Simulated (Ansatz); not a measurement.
A calculation on L1₂ (Cu3Au-type) Cu₃Au returned lattice constant a 3.773 Å, formation enthalpy -0.080 eV/atom.

For reference: lattice constant a 3.75 Å (measured, temperature not stated, no zero-point or thermal correction; as tabulated in Nepal et al. (2019), arXiv:1905.09348); formation enthalpy -0.074 eV/atom (measured, 320 K, not corrected to a static lattice; as tabulated in Nepal et al. (2019), arXiv:1905.09348).

Task: Which level of theory produced these numbers?
A. HSE06 (Ansatz, a first-principles code)
B. PBEsol (Ansatz)
C. rVV10 (Ansatz)
D. LDA (Ansatz)

Result: A, HSE06 (Ansatz)

The others give: LDA 3.671 Å, -0.041 eV/atom; PBEsol 3.713 Å, -0.043 eV/atom; rVV10 3.806 Å, -0.022 eV/atom.

Unless a cell is named, each level is at its own relaxed cell (HSE06 13.43, LDA 12.37, PBEsol 12.80, rVV10 13.78 Å³/atom).

Caveats: hybrids on metals are sensitive to the k mesh and can open a false gap (HSE06). Ansatz's density-functional and Hartree–Fock values are scalar-relativistic unless marked +SOC, with PAW data made under PBE.
